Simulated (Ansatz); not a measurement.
The reference is Ta in the bcc (W type) structure (space group Im-3m, No. 229; a = 3.2823 Å; relaxed with 0.1 eV smearing).

All numbers come from PBEsol (Ansatz, a first-principles code, PAW, spin-orbit coupling left out).

Strains are applied to the cell and any free atomic positions relax.

One change was made to it. Results:

| quantity | base | after |
|---|---|---|
| energy relative to the base (free energy F) | 0 meV/atom | +100 meV/atom |
| pressure | 0.0 GPa | 22.4 GPa |

Which of these changes matches the shifts?
(A) isotropic strain +1.00 %
(B) isotropic strain +3.00 %
(C) isotropic strain −3.00 %
(D) isotropic strain −2.00 %
(E) isotropic strain −1.00 %

C, isotropic strain −3.00 %. For comparison, the energy relative to the base in the other runs: isotropic strain +1.00 % gives +10 meV/atom; isotropic strain −2.00 % gives +43 meV/atom; isotropic strain −1.00 % gives +11 meV/atom; isotropic strain +3.00 % gives +85 meV/atom.

Whether these cells are dynamically stable was not tested. All final runs are without spin polarisation.
